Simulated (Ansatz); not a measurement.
## SrZrO3 (model structure, R3c, No. 161, 10 atoms in the cell)

Level of theory: PBEsol+SOC (PAW; Ansatz, a first-principles code).

Run with plane-wave cutoff 520 eV, 6×6×6 k mesh, Fermi–Dirac smearing 0.01 eV, PAW data made under PBE.

Cell (relaxed with PBEsol):

SrZrO3 is taken in the trigonal space group R3c, hexagonal axes (No. 161), Pearson symbol hR10. Conventional cell: a = b = 5.8057 Å, c = 14.1228 Å, α = β = 90.00°, γ = 120.00°. Sr on 6a is surrounded by 12 O at 2.499–3.312 Å. Zr on 6a sees 6 O at 2.072–2.106 Å (octahedral). O on 18b is surrounded by 2 Zr at 2.072–2.106 Å and 4 Sr at 2.499–3.312 Å. (Neighbours: up to the widest gap in distance over summed covalent radii, below 1.35, at either atom; cation-cation and far metal-metal contacts left out.)
(The calculation used a cell of 10 atoms; values per cell refer to that cell.)

| Item | Value |
|---|---|
| band gap | 3.74 eV (on the SCF k mesh) |

Note: the relaxation could raise the start's symmetry but not lower it, so the cell can be a saddle point.

Static lattice: no zero-point or thermal effects.

Computing time: about 3 core-minutes (a rough figure).

A model structure was made by putting elements into a prototype or built by hand; it is no filed structure, need not be a known phase, and can be a saddle point held by its symmetry.
